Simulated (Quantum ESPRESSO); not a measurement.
Input and output of a self-consistent single point for a defect of MnI (2 atoms in the cell) (Quantum ESPRESSO).

Level of theory: LDA (PZ), GBRV 1.5 ultrasoft (LDA) pseudopotentials (plane waves; Quantum ESPRESSO).

The change in words: 1 x 1 x 1 supercell, one I atom taken out, nothing relaxed. Reference geometry:
```
CELL_PARAMETERS angstrom
      4.18109     0.00000     0.00000
     -2.09054     3.62093     0.00000
      0.00000     0.00000     7.16764
ATOMIC_POSITIONS crystal
  Mn 0.00000 0.00000 0.00000
  I  0.33333 0.66667 0.23089
  I  0.66667 0.33333 0.76911
```
Moments meant for the start (each program seeds them in its own way; μB, in the order of the atoms Mn I I): 4.0 0.0 0.0.

Reference input (self-consistent single point, DFT, LDA (PZ), plane waves, GBRV 1.5 ultrasoft (LDA) pseudopotentials): ecutwfc = 50 Ry; ecutrho = 400 Ry; occupations = smearing; smearing = fd; degauss = 0.00147 Ry; nspin = 2; potentials = {Mn: mn_lda_v1.5.uspp.F.UPF, I: i_lda_v1.uspp.F.UPF}; K_POINTS = automatic 3 3 2 0 0 0; conv_thr = 1e-10 Ry; mixing_beta = 0.2. This run's input differs from it in these lines:

```diff
@@ -11,3 +11,3 @@
    celldm(1) = 7.9011066892
-   nat = 3
+   nat = 2
    ntyp = 2
@@ -34,3 +34,2 @@
 Mn    0.0000000000    0.0000000000    0.0000000000
-I     0.3333333333    0.6666666667    0.2308900000
 I     0.6666666667    0.3333333333    0.7691100000
```

Log, with long lists cut:

```
     Self-consistent Calculation

     iteration #  1     ecut=    50.00 Ry     beta= 0.20

     total energy              =    -275.63921767 Ry
     estimated scf accuracy    <       0.35981903 Ry

     total magnetization       =     4.88 Bohr mag/cell
     absolute magnetization    =     4.88 Bohr mag/cell

     iteration #  2     ecut=    50.00 Ry     beta= 0.20

     total energy              =    -275.67846033 Ry
     estimated scf accuracy    <       0.03403591 Ry

     total magnetization       =     4.29 Bohr mag/cell
     absolute magnetization    =     4.37 Bohr mag/cell

     iteration #  3     ecut=    50.00 Ry     beta= 0.20

   [... lines left out ...]

     negative rho (up, down):  0.000E+00 9.966E-05

     total energy              =    -275.68700645 Ry
     estimated scf accuracy    <       0.00000309 Ry

     total magnetization       =     4.38 Bohr mag/cell
     absolute magnetization    =     4.50 Bohr mag/cell

     iteration #100     ecut=    50.00 Ry     beta= 0.20

     negative rho (up, down):  0.000E+00 9.152E-05

     total energy              =    -275.68650703 Ry
     estimated scf accuracy    <       0.00000291 Ry

     total magnetization       =     4.39 Bohr mag/cell
     absolute magnetization    =     4.50 Bohr mag/cell
     End of self-consistent calculation

     convergence NOT achieved after 100 iterations: stopping

   JOB DONE.
```

The run ended unconverged after 100 iterations. 

The starting cell comes from a database of computed structures (which also holds hypothetical and non-ambient phases and stackings), without a prior relaxation at this level. Its lattice was rescaled by up to half a per cent.

Cost on one core of a shared machine: roughly 7 min.
